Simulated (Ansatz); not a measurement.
Cubic perovskite BaHfO₃ was calculated with Hartree–Fock (plane waves, PAW; Ansatz, a program for electronic structure).

Numerical settings: plane-wave cutoff 460 eV, 6×6×6 k mesh, Fermi–Dirac smearing 0.01 eV, scalar-relativistic PAW data made under PBE.

Pressure at four volumes; x = ln(V/15.052 Å³). One pressure is withheld.

```csv
V (Å³/atom),x,P (GPa)
14.299,-0.0513,?
14.586,-0.0314,5.25
15.052,0.0000,-0.53
15.804,0.0488,-8.09
```

Task: Pass a parabola P(x) through the three rows shown, estimate the bulk modulus and its pressure derivative near zero pressure, and predict the withheld pressure.

Result: Slopes between the rows: (-0.53 − (5.25))/(0.0000 − (-0.0314)) = -184.08 and (-8.09 − (-0.53))/(0.0488 − (0.0000)) = -154.92 GPa. Their difference over the span 0.0802 is c = 29.16/0.0802 = 363.6 GPa, so P(x) = 5.25 + (-184.08)(x − (-0.0314)) + 363.6 (x − (-0.0314))(x − (0.0000)). At the middle row B = −dP/dx = −[-184.08 + 363.6 × 0.0314] = 172.7 GPa, and B′ = dB/dP = 2c/B = 4.2. At x = -0.0513 the parabola gives 9.28 GPa; the run gives 9.30 GPa. The Birch–Murnaghan fit to the energies at all volumes has B0 = 174 GPa and B′ = 4.2.

Note: the relaxation could not lower the start's symmetry, so the cell can be a saddle point above a distorted one.

Spin–orbit coupling is not included.
